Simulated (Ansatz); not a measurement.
Given:

```
CELL_PARAMETERS angstrom
      3.55802     0.00000     0.00000
      0.00000     3.55802     0.00000
      0.00000     0.00000     5.17186
ATOMIC_POSITIONS crystal
  Hf 0.50000 0.50000 0.50000
  Hf 0.00000 0.00000 0.00000
  O  0.00000 0.50000 0.69721
  O  0.00000 0.50000 0.19721
  O  0.50000 0.00000 0.80279
  O  0.50000 0.00000 0.30279
```

Space group of this cell: P4_2/nmc. The cell is taken as given; by r2SCAN its mean pressure is 4.1 GPa.

Level of theory: r2SCAN (plane waves, PAW; Ansatz, a program for electronic structure).

The current runs along the normal of the first two printed vectors; no spin-orbit coupling. Scaled by the factor s: both lengths across the current (ions clamped). The meshes follow the cell: 10×10×6 and 10×10 across at s = 0.98, 8×8×6 and 8×8 across at s = 1.00, 8×8×6 and 8×8 across at s = 1.02.

| s | mean pressure (GPa) | band gap (eV) |
|---|---|---|
| 0.98 | 16.8 | ? |
| 1.00 | 4.1 | 5.31 |
| 1.02 | -6.4 | 5.01 |

Task: Take the slope of the band gap against ln s from the two given rows, extrapolate to s = 0.98, and say what the run there gives.

Result: Slope = (5.01 − 5.31) / ln 1.02 = -15.1 eV. The line gives 5.31 + (-15.1) × ln 0.98 = 5.62 eV. The run gives 5.41 eV, 0.21 eV under the line, 67 % of the predicted step.
